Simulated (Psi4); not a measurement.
Psi4 1.11, M06-2X/def2-tzvp: Mo(O)(F)2(OH)2 ([O]=[Mo]([OH])([OH])([F])[F]), 8 atoms. The geometry is a generated start, not checked to be a minimum at this level.

| Item | Value |
|---|---|
| task | gradient |
| method | m06-2x |
| basis | def2-tzvp |
| memory | 7 GB |
| scf_type | df (default) |
| guess | auto, which took SAD (default) |
| diis_max_vecs | 10 (default) |
| scf_initial_accelerator | adiis (default) |
| e_convergence | 1e-08 (default) |
| d_convergence | 1e-08 (default) |
| effective core potentials | those of the basis set, past Kr |
| basis functions (reference run) | 207 |
| grid points (reference run) | 1475782 |

```xyz
8

Mo     0.1975     0.2495     0.1891
O      1.5448    -0.2000     0.9599
F     -1.3462     0.8169    -0.5522
F      0.4021     2.0111     0.5021
O      0.6083    -0.3436    -1.4483
H      1.3242    -0.7930    -1.9198
O     -0.8871    -0.8013     1.1500
H     -1.8436    -0.9396     1.1192
```

Yardstick: the run with dft_radial_points = 200, dft_spherical_points = 974, dft_pruning_scheme = none (default), which is not proven converged either. Each setting ran once; only counts and results are compared.

Settings tried, all else as in the reference:
- dft_radial_points = 50, dft_spherical_points = 194
- dft_radial_points = 99, dft_spherical_points = 590, dft_pruning_scheme = robust
- dft_radial_points = 75 (default), dft_spherical_points = 302 (default), dft_pruning_scheme = treutler
- dft_radial_points = 25, dft_spherical_points = 50
- dft_radial_points = 99, dft_spherical_points = 590, dft_pruning_scheme = treutler
- dft_radial_points = 75 (default), dft_spherical_points = 302 (default), dft_pruning_scheme = robust
- dft_radial_points = 150, dft_spherical_points = 770
- dft_radial_points = 99, dft_spherical_points = 590
- dft_radial_points = 75 (default), dft_spherical_points = 434
- dft_radial_points = 75 (default), dft_spherical_points = 302 (default)
- dft_radial_points = 35, dft_spherical_points = 110

Problem. Which of these stay within 10 meV/atom in energy, 100 meV/Å in forces (largest component) of the reference run?

Solution. Within it: dft_radial_points = 150, dft_spherical_points = 770; dft_radial_points = 99, dft_spherical_points = 590, dft_pruning_scheme = robust; dft_radial_points = 99, dft_spherical_points = 590; dft_radial_points = 99, dft_spherical_points = 590, dft_pruning_scheme = treutler; dft_radial_points = 75 (default), dft_spherical_points = 434; dft_radial_points = 75 (default), dft_spherical_points = 302 (default), dft_pruning_scheme = treutler; dft_radial_points = 75 (default), dft_spherical_points = 302 (default), dft_pruning_scheme = robust; dft_radial_points = 75 (default), dft_spherical_points = 302 (default). Outside: dft_radial_points = 50, dft_spherical_points = 194; dft_radial_points = 35, dft_spherical_points = 110; dft_radial_points = 25, dft_spherical_points = 50.

```json
[
 {"setting": "the reference", "grid points": "1475782", "energy against the reference": "—", "difference in forces (largest component)": "—"},
 {"setting": "dft_radial_points = 150, dft_spherical_points = 770", "grid points": "877884", "energy against the reference": "+0.0064 meV/atom", "difference in forces (largest component)": "2.9 meV/Å"},
 {"setting": "dft_radial_points = 99, dft_spherical_points = 590, dft_pruning_scheme = robust", "grid points": "330357", "energy against the reference": "−0.029 meV/atom", "difference in forces (largest component)": "6.1 meV/Å"},
 {"setting": "dft_radial_points = 99, dft_spherical_points = 590", "grid points": "447107", "energy against the reference": "−0.029 meV/atom", "difference in forces (largest component)": "6.1 meV/Å"},
 {"setting": "dft_radial_points = 99, dft_spherical_points = 590, dft_pruning_scheme = treutler", "grid points": "261645", "energy against the reference": "−0.15 meV/atom", "difference in forces (largest component)": "14 meV/Å"},
 {"setting": "dft_radial_points = 75 (default), dft_spherical_points = 434", "grid points": "249684", "energy against the reference": "+5.9 meV/atom", "difference in forces (largest component)": "70 meV/Å"},
 {"setting": "dft_radial_points = 75 (default), dft_spherical_points = 302 (default), dft_pruning_scheme = treutler", "grid points": "106434", "energy against the reference": "+5.8 meV/atom", "difference in forces (largest component)": "71 meV/Å"},
 {"setting": "dft_radial_points = 75 (default), dft_spherical_points = 302 (default), dft_pruning_scheme = robust", "grid points": "126762", "energy against the reference": "+5.9 meV/atom", "difference in forces (largest component)": "72 meV/Å"},
 {"setting": "dft_radial_points = 75 (default), dft_spherical_points = 302 (default)", "grid points": "173880", "energy against the reference": "+5.9 meV/atom", "difference in forces (largest component)": "72 meV/Å"},
 {"setting": "dft_radial_points = 50, dft_spherical_points = 194", "grid points": "75444", "energy against the reference": "+34 meV/atom", "difference in forces (largest component)": "110 meV/Å"},
 {"setting": "dft_radial_points = 35, dft_spherical_points = 110", "grid points": "30025", "energy against the reference": "+10.0 meV/atom", "difference in forces (largest component)": "650 meV/Å"},
 {"setting": "dft_radial_points = 25, dft_spherical_points = 50", "grid points": "9783", "energy against the reference": "+130 meV/atom", "difference in forces (largest component)": "2800 meV/Å"}
]
```

Total energies are compared; such shifts often cancel in part in energy differences. The gradients leave out the derivatives of the grid weights. No test of the SCF solution's stability was run. The tolerance is a choice made for this comparison.
